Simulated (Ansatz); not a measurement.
Consider Zr in the hcp (Mg type) structure (space group P6_3/mmc, No. 194; relaxed with 0.1 eV smearing).

```
Zr
1.0
    3.18249     0.00000     0.00000
   -1.59125     2.75612     0.00000
    0.00000     0.00000     5.12352
Zr
2
Cartesian
  1.59125   0.91871   3.84264
  0.00000   1.83741   1.28088
```

Cartesian axes are those of the cell as printed.

Method: PBEsol (Ansatz, a program for electronic structure, PAW, without spin-orbit coupling).

Strains are applied to the cell and any free atomic positions relax.

One change was made to it. Results:

The energy grows by 1.3 meV/atom; the shortest interatomic distance decreases by 0.037 Å to 3.116 Å.

What was done to the base?
A. tensor shear ε_xz = +0.86 %
B. tensor shear ε_xz = +1.43 %
C. tensor shear ε_xz = +0.29 %

B, tensor shear ε_xz = +1.43 %. For comparison, the shortest interatomic distance in the other runs: tensor shear ε_xz = +0.29 % gives 3.145 Å; tensor shear ε_xz = +0.86 % gives 3.130 Å.

Stability against distortions was not tested. All final runs are without spin polarisation.
